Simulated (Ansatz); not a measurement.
A computed series for InAs: response to strain

The reference is InAs in the zinc blende structure (space group F-43m, No. 216; a = 6.1084 Å). Axes: x, y, z lie along the cube axes.

Strains are applied to the cell and any free atomic positions relax; under biaxial strain the out-of-plane vector relaxes too; under stress the whole cell relaxes.

Method: Ansatz (a quantum-chemistry and plane-wave program) r2SCAN, without spin-orbit coupling, earlier PAW set.

```json
[
 {"variant": "base", "pressure": "0.01 GPa", "band gap": "0.08 eV", "volume per atom": "28.49 Å³", "space group": "F-43m (No. 216)"},
 {"variant": "biaxial strain −0.20 %, plane normal [110], relaxed out of plane", "pressure": "0.15 GPa", "band gap": "0.09 eV", "volume per atom": "28.42 Å³", "space group": "Imm2 (No. 44)"},
 {"variant": "isotropic strain +1.74 %", "pressure": "-2.6 GPa", "band gap": "zero", "volume per atom": "30.00 Å³", "space group": "F-43m (No. 216)"},
 {"variant": "isotropic strain +2.79 %", "pressure": "-3.9 GPa", "band gap": "zero", "volume per atom": "30.94 Å³", "space group": "F-43m (No. 216)"},
 {"variant": "isotropic strain +4.47 %", "pressure": "-5.5 GPa", "band gap": "zero", "volume per atom": "32.48 Å³", "space group": "F-43m (No. 216)"},
 {"variant": "uniaxial strain ε_xx = +4.41 %", "pressure": "-2.2 GPa", "band gap": "zero", "volume per atom": "29.75 Å³", "space group": "I-4m2 (No. 119)"},
 {"variant": "uniaxial strain ε_yy = −3.42 %", "pressure": "2.14 GPa", "band gap": "0.16 eV", "volume per atom": "27.52 Å³", "space group": "I-4m2 (No. 119)"},
 {"variant": "tensor shear ε_xz = +2.76 %", "pressure": "0.1 GPa", "band gap": "zero", "volume per atom": "28.47 Å³", "space group": "Imm2 (No. 44)"},
 {"variant": "uniaxial stress, 8 GPa tension along z", "pressure": "–", "band gap": "zero", "volume per atom": "29.84 Å³", "space group": "I-4m2 (No. 119)"},
 {"variant": "tensor shear ε_xz = −0.19 %", "pressure": "0.01 GPa", "band gap": "0.07 eV", "volume per atom": "28.49 Å³", "space group": "Imm2 (No. 44)"}
]
```

The mesh was chosen for an insulator and is coarse for the gapless case. Stability under load was not tested beyond the relaxation. All final runs are without spin polarisation. Gaps under 0.05 eV, about the width of the smearing, are given as zero. The zero or small gap of InAs can change with the level of theory.
